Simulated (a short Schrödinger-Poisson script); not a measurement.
Stack: MOS inversion layer, SiO2 on p-type Si(100), at 400 K.

| layer | material | thickness (nm) | Na (cm⁻³) |
|---|---|---|---|
| 1 | SiO2 | 1.9 | - |
| 2 | Si | 380 | 1.3e18 |

The device is made up for the run: typed textbook-type constants, with dimensions and the other settings drawn at random. SiO2: permittivity 3.9, conduction-band edge (eV) 3.15, gap (eV) 9, electron mass (mₑ) 0.5. Si: permittivity 11.7, conduction-band edge (eV) 0, gap (eV) 1.124, Nv at 300 K (cm⁻³) 3.1e19.

Channel valleys (confinement mass, in-plane density-of-states mass, number): Δ2 0.916, 0.19, 2; Δ4 0.19, 0.417, 4. At the gate the conduction-band edge of layer 1 lies 3.4 eV − eVg above the Fermi level of the channel; the field vanishes at the back. Gaps are held at their typed values at every temperature. Mesh 0.03 nm at interfaces.

Solved with a short Schrödinger-Poisson script written for these runs: 1D Poisson equation in equilibrium, electrons classical, Fermi-Dirac, parabolic valleys, classical holes, full ionisation, no traps, pinning or gate leakage.

The same stack at other levels of the model or other numerical settings:

```tsv
run	sheet density of all electrons at Vg = 2.1 V (cm⁻²)	sheet density of all electrons at Vg = 0.9 V (cm⁻²)	capacitance at Vg = 2.1 V (μF/cm²)	centroid of the channel electrons at Vg = 2.1 V (nm)	rough cost against the base
base	1.50e13	2.99e12	1.65	0.49	about 1
electrons treated as classical, Boltzmann	1.57e13	3.10e12	1.74	0.33	0.2
electrons treated as quantum, Hartree	1.27e13	1.90e12	1.52	1.26	5
mesh six times as coarse	1.47e13	2.91e12	1.63	0.58	0.3
```

The classical rows ignore confinement, and Boltzmann statistics overrate the density once the band edge passes the Fermi level.
